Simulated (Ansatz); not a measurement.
```yaml
crystal:
  lattice:
    - [3.84915, 0.00000, -0.06275]
    - [3.84970, 5.44362, -0.05188]
    - [2.09421, 1.41820, 28.52480]
  atoms:
    - { symbol: S, position: [0.46396, 0.17039, 0.04443] }
    - { symbol: S, position: [0.44458, 0.64799, 0.10952] }
    - { symbol: S, position: [0.43823, 0.12835, 0.17715] }
    - { symbol: S, position: [0.42894, 0.61000, 0.24418] }
    - { symbol: S, position: [0.41875, 0.09167, 0.31193] }
    - { symbol: S, position: [0.40819, 0.57365, 0.37899] }
    - { symbol: S, position: [0.39720, 0.05689, 0.44652] }
    - { symbol: S, position: [0.36757, 0.54369, 0.51183] }
    - { symbol: Zn, position: [0.69858, 0.89279, 0.11034] }
    - { symbol: Zn, position: [0.68846, 0.44311, 0.03884] }
    - { symbol: Zn, position: [0.67887, 0.85994, 0.24458] }
    - { symbol: Zn, position: [0.68949, 0.37733, 0.17674] }
    - { symbol: Zn, position: [0.65928, 0.82237, 0.37939] }
    - { symbol: Zn, position: [0.66876, 0.34181, 0.31159] }
    - { symbol: Zn, position: [0.59833, 0.81577, 0.51740] }
    - { symbol: Zn, position: [0.65281, 0.30209, 0.44589] }
    - { symbol: Al, position: [0.88053, 0.69977, 0.64415] }
    - { symbol: Al, position: [0.37009, 0.20628, 0.64430] }
    - { symbol: Al, position: [0.14569, 0.96721, 0.59455] }
    - { symbol: Al, position: [0.60893, 0.46212, 0.58958] }
    - { symbol: Al, position: [0.35855, 0.17510, 0.75212] }
    - { symbol: Al, position: [0.85451, 0.68028, 0.75117] }
    - { symbol: Al, position: [0.61929, 0.43706, 0.70016] }
    - { symbol: Al, position: [0.11522, 0.94076, 0.69813] }
    - { symbol: Al, position: [0.83297, 0.65430, 0.85811] }
    - { symbol: Al, position: [0.33074, 0.15774, 0.85585] }
    - { symbol: Al, position: [0.09532, 0.91395, 0.80472] }
    - { symbol: Al, position: [0.59217, 0.41929, 0.80414] }
    - { symbol: Al, position: [0.34887, 0.12520, 0.96676] }
    - { symbol: Al, position: [0.79633, 0.63571, 0.96145] }
    - { symbol: Al, position: [0.57011, 0.39093, 0.91236] }
    - { symbol: Al, position: [0.07114, 0.89860, 0.91126] }
```

The first 16 atoms are the substrate (ZnS-zb), the rest the film (Al).

The numbers are results of PBE (plane waves to 420 eV, PAW; Ansatz, a quantum-chemistry and plane-wave program), not measurements. Spin–orbit coupling is left out; the runs are not spin-polarised; PBE gaps are too small against experiment. Its k-point mesh 10×6×1, Fermi–Dirac width 0.05 eV.

Task: Describe the bonding at the interfaces and give the barriers.

Result: A periodic stack without vacuum, fcc Al (1 1 0) on zinc-blende ZnS (1 1 0) (film strained to the substrate, started from cuts of the bulks and a machine-learned relaxation; slabs S8Zn8 and Al16, which can lie off the formulas): substrate slab S8Zn8, film Al16, surface cells [[0, -1], [1, -1]] and [[1, 0], [1, 2]], film strained by -4.8 and -4.8 %, outermost planes SZn/SZn and Al/Al as cut, which need not be the usual terminations and can put a slab off its formula.
- interface area: 21.0 Å²
- period: 28.55 Å
- heights between the nearest atoms of the two slabs at the two interfaces: 2.06 and 2.06 Å
- Al–S contacts across the interfaces within 1.22 times the sum of covalent radii: 2, mean 2.37 Å
- Al–Zn contacts across the interfaces within 1.22 times the sum of covalent radii: 2, mean 2.61 Å
- hole barrier (PBE): 1.44 eV
- electron barrier (PBE): 0.58 eV
